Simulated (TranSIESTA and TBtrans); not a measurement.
Device: In chain bridged by a linear C6 unit along the axis. Leads: straight In chain, spacing 2.9 Å. Geometry: 8 atoms about the centre moved by SIESTA (PBE, DZP) to a largest force of 0.03 eV/Å, all others as built, motion along the axis alone. Transport runs along z; the first 4 and the last 4 of the 20 atoms are the lead cells, repeated to infinity.

```xyz
20
Lattice="9.000 0.000 0.000 0.000 9.000 0.000 0.000 0.000 48.300" Properties=species:S:1:pos:R:3 pbc="F F T"
In     4.500     4.500     0.000
In     4.500     4.500     2.900
In     4.500     4.500     5.800
In     4.500     4.500     8.700
In     4.500     4.500    11.600
In     4.500     4.500    14.500
In     4.500     4.500    17.366
C      4.500     4.500    19.446
C      4.500     4.500    20.718
C      4.500     4.500    22.067
C      4.500     4.500    23.333
C      4.500     4.500    24.683
C      4.500     4.500    25.954
In     4.500     4.500    28.034
In     4.500     4.500    30.900
In     4.500     4.500    33.800
In     4.500     4.500    36.700
In     4.500     4.500    39.600
In     4.500     4.500    42.500
In     4.500     4.500    45.400
```

Run with TranSIESTA and TBtrans (open boundaries, self-consistent; PseudoDojo norm-conserving potentials, scalar-relativistic): PAO.BasisSize DZP, PAO.EnergyShift 0.15 eV, XC.Authors PBE, Mesh.Cutoff 200 Ry, ElectronicTemperature 300 K, TS.Voltage 0.0 eV, TBT.Elecs.Eta 0.001 eV, no spin polarisation.

Energies count from the leads' Fermi level. Transmissions are for one spin of a degenerate pair. The energy step is 0.01 eV; narrower resonances are cut or missed.

| E (eV) | T |
|---|---|
| -0.20 | 2.48e-5 |
| -0.15 | 0.317 |
| -0.10 | 0.913 |
| -0.05 | 1.23 |
| 0.00 | 1.35 |
| 0.05 | 1.38 |
| 0.10 | 1.37 |
| 0.15 | 1.34 |
| 0.20 | 1.32 |

Give the zero-bias conductance in μS and the resistance at 300 K.

At the Fermi level T = 1.35. Averaged with −∂f/∂E over the full grid (kT = 25.9 meV) it is 1.31. With G0 = 2e²/h = 77.48 μS, G = 101 μS and R = 1/G = 9.90 kΩ.

The eigenchannels at the Fermi level transmit 0.675, 0.675. What Fano factor of the shot noise follows at low temperature and bias?

F = Σ τ(1 − τ)/Σ τ = 0.439/1.35 = 0.32.

The straight chain is held at its spacing; free chains may zigzag or dimerise. No spin-polarised start was tried, so a magnetic state, if there is one, is missed.
